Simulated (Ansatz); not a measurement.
An Ansatz (an electronic-structure program) input (PBE (Ansatz), no SOC):

Ansatz 0.2 input:
```yaml
crystal:
  lattice:
    - [3.2753179706, 0, 0]
    - [0, 3.2753179706, 0]
    - [1.6376589853, -1.6376589853, 3.9014573625]
  atoms:
    - { symbol: Mo, position: [0, 0, 0] }
    - { symbol: Si, position: [0.6649238371, 0.3350761629, 0.6701523257] }
    - { symbol: Si, position: [0.3350761629, 0.6649238371, 0.3298476743] }
basis: { ecutwfc: 420, ecutrho_ratio: 4, xc_grid: 2, fft_grid_basis: typed }
kpoints: { mp_grid: { grid: [25, 25, 25] } }
hamiltonian:
  xc: pbe
  dispersion: none
  pseudopotentials: { kind: paw }
scf: { occupations: { method: fermi_dirac, width: 0.1 } }
relax: { f_tol: 0.005, max_steps: 50, cell: { stress_tol: 0.01, fix: [a, b, gamma] } }
output: { forces: true, stress: true }
checkpoint: { write: state.ck, write_every: 1000 }
```

Q: Which symmetry and how many k-points will the program report, and about how many plane waves at Γ?

A: Space group I4/mmm (ITA 139) with 16 operations, k-points 1183 of 15625, and 833 plane waves at Γ.

Q: And the final pressure?

A: -5.28 GPa (compression positive).

The cells carry an imposed strain or load. No phonon test of stability was made. All final runs are without spin polarisation. The cell was made from MoSi2 (space group I4/mmm, No. 139) by this change: biaxial strain +1.82 %, plane normal [001], relaxed out of plane.
